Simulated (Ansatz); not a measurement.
```
CELL_PARAMETERS angstrom
     -2.56575     2.56575     4.99042
      2.56575    -2.56575     4.99042
      2.56575     2.56575    -4.99042
ATOMIC_POSITIONS crystal
  Zn 0.75000 0.25000 0.50000
  Zn 0.00000 0.00000 0.00000
  Si 0.25000 0.75000 0.50000
  Si 0.50000 0.50000 0.00000
  P  0.13744 0.12500 0.51244
  P  0.61256 0.62500 0.48756
  P  0.37500 0.86256 0.98756
  P  0.87500 0.38744 0.01244
```

No spin polarisation.

Method: PBE/PAW in Ansatz (a first-principles code), no spin-orbit coupling. Γ-centred 9×9×9 mesh, Fermi–Dirac width 0.05 eV.

Predict the width of the top valence band.

1.56 eV.

Predict the gap character.

Direct at Γ.

Estimate the electron mass.

1.3 mₑ along c, 0.23 mₑ across (at Γ).

The cells carry an imposed strain or load. Effective masses come from finite differences of ±0.01 Å⁻¹. Stability against distortions was not tested. The cell was made from ZnSiP₂ in the chalcopyrite structure (space group I-42d, No. 122) by this change: isotropic strain −5.30 %.
